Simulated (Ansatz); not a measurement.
The reference is HfO₂ in the fluorite structure (space group Fm-3m, No. 225; a = 5.0976 Å).

Computed with PBE (Ansatz, a program for electronic structure), no SOC.

Base values:

```
Property            Result
-------------  -----------
Band gap           3.75 eV
Gap character  direct at X
```

One thing is altered: cell and atoms relaxed at a pressure of 2.1 GPa.

**Question.** What happens to the band gap and gap character?

**Answer.** The band gap grows by 0.02 eV, from 3.75 eV to 3.77 eV; the gap character remains direct at X.

With Hf present, leaving out spin-orbit coupling can change the band edges. Load acts through the strain it causes; cell and atoms are relaxed under it. Stability against distortions was not tested. This is not the structure that HfO2 has at room temperature and ambient pressure.
